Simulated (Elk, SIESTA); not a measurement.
An Elk input for a self-consistent single point of TiS (P-6m2, 2 atoms in the cell) (DFT, PBEsol, all-electron FP-LAPW, Elk's shipped species files, APW+lo basis with extra local orbitals):

```
tasks
  0

xctype
  22

rgkmax
  7.5

gmaxvr
  16.0

nxlo
  2

lorbcnd
  .true.

lmaxi
  3

stype
  0

swidth
  0.00734986

avec
    6.0505755605   -0.0000003406    0.0000000000
   -3.0252874853    5.2399523133    0.0000000000
    0.0000000000    0.0000000000    5.9577754579

atoms
  2   : nspecies
  'Ti.in'   : spfname
  1   : natoms; atposl, bfcmt below
  0.6666666667  0.3333333333  0.0000000000    0.0 0.0 0.0
  'S.in'   : spfname
  1   : natoms; atposl, bfcmt below
  0.0000000000  0.0000000000  0.5000000000    0.0 0.0 0.0

ngridk
  12 12 10
```

### Question
Write the same calculation as an input for SIESTA.

### Answer
This is the input that was run; spellings and numerical settings could be chosen otherwise.

```
# files in the folder: Ti.psml S.psml (PseudoDojo PBEsol standard)
SystemName  TiS
SystemLabel siesta

NumberOfAtoms                2
NumberOfSpecies              2
%block ChemicalSpeciesLabel
  1 22 Ti
  2 16 S
%endblock ChemicalSpeciesLabel
LatticeConstant              1.0 Ang
%block LatticeVectors
     3.201827000    0.000000000    0.000000000
    -1.600913000    2.772863000    0.000000000
     0.000000000    0.000000000    3.152719000
%endblock LatticeVectors
AtomicCoordinatesFormat      Bohr
%block AtomicCoordinatesAndAtomicSpecies
     3.025291404    1.746648804    0.000000000  1
     0.000000000    0.000000000    2.978887729  2
%endblock AtomicCoordinatesAndAtomicSpecies

XC.functional                GGA
XC.authors                   PBEsol
PAO.BasisSize                DZP
PAO.EnergyShift              0.01 Ry
MeshCutoff                   300 Ry
%block kgrid.MonkhorstPack
   12   0   0  0.0
    0  12   0  0.0
    0   0  10  0.0
%endblock kgrid.MonkhorstPack
OccupationFunction           MP
OccupationMPOrder            0
ElectronicTemperature        2320.9 K

MaxSCFIterations             150
SCF.Mixer.Method             Broyden
SCF.Mixer.Weight             0.25
SCF.Mixer.History            8
SCF.DM.Tolerance             1.0E-05
Diag.ParallelOverK           true
WriteForces                  true
Charge.Mulliken              end
```

Basis settings and potentials, where a program has them, do not carry over. This input uses DFT, GGA PBEsol, numerical atomic orbitals DZP, PseudoDojo PBEsol standard norm-conserving potentials (rewritten from UPF to PSML).

The starting cell comes from a database of computed structures (which also holds hypothetical and non-ambient phases and stackings), without a prior relaxation at this level. For this run, on top of that: lattice scaled by 0.98.
